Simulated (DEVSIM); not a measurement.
Device: Ti/AlN/p-Ge capacitor, at 300 K.

```
layer (left to right)  material  thickness (nm)  Na (cm⁻³)
---------------------  --------  --------------  ---------
1                           AlN            3.40          -
2                            Ge            2300     6.7e16
```

Metal gate on the left, work function 4.33 eV. Fixed charge at the semiconductor interface 0 cm⁻² (in units of +e); no interface traps.

This is a model device: material constants are rounded textbook-type values typed into the input, and sizes, dopings and lifetimes were drawn at random. Values at 300 K.

```tsv
parameter	AlN	Ge
gap (eV)	6.1	0.664
affinity (eV)	1.9	4
permittivity	8.5	16
Nc (cm⁻³)	-	1.04e19
Nv (cm⁻³)	-	6e18
```

Model (solved in DEVSIM): 1D Poisson equation in equilibrium, Boltzmann statistics, complete ionisation; no quantum confinement or tunnelling. Metal contacts follow the ideal Schottky-Mott rule: no Fermi-level pinning, no interface dipoles.

Tabulate band edges, carrier densities and field at 0.1 V on the gate.

Energies count from the Fermi level of the right contact; mesh points crowd at the junctions.

```
x (μm)     Ec (eV)  Ev (eV)  n (cm⁻³)  p (cm⁻³)  field (V/cm)
---------  -------  -------  --------  --------  ------------
0.000        2.330   -3.770     < 1e2     < 1e2        120000
0.0009309    2.341   -3.759     < 1e2     < 1e2        120000
0.002032     2.354   -3.746     < 1e2     < 1e2        120000
0.003046     2.365   -3.735     < 1e2     < 1e2        120000
0.004375     0.276   -0.388    2.4e14    1.8e12         61000
0.006589     0.289   -0.375    1.5e14    3.0e12         59000
0.01110      0.315   -0.349    5.3e13    8.2e12         56000
0.02511      0.386   -0.278    3.4e12    1.3e14         45000
0.04881      0.473   -0.191    1.2e11    3.6e15         28000
0.09707      0.539   -0.125     9.0e9    4.8e16          4300
0.1954       0.548   -0.116     6.5e9    6.7e16            24
0.4841       0.548   -0.116     6.5e9    6.7e16           ≈ 0
0.9836       0.548   -0.116     6.5e9    6.7e16           ≈ 0
1.635        0.548   -0.116     6.5e9    6.7e16           ≈ 0
2.045        0.548   -0.116     6.5e9    6.7e16           ≈ 0
2.177        0.548   -0.116     6.5e9    6.7e16           ≈ 0
2.242        0.548   -0.116     6.5e9    6.7e16           ≈ 0
2.274        0.548   -0.116     6.5e9    6.7e16           ≈ 0
2.292        0.548   -0.116     6.5e9    6.7e16           ≈ 0
2.299        0.548   -0.116     6.5e9    6.7e16           ≈ 0
2.302        0.548   -0.116     6.5e9    6.7e16           ≈ 0
2.303        0.548   -0.116     6.5e9    6.7e16           ≈ 0
```
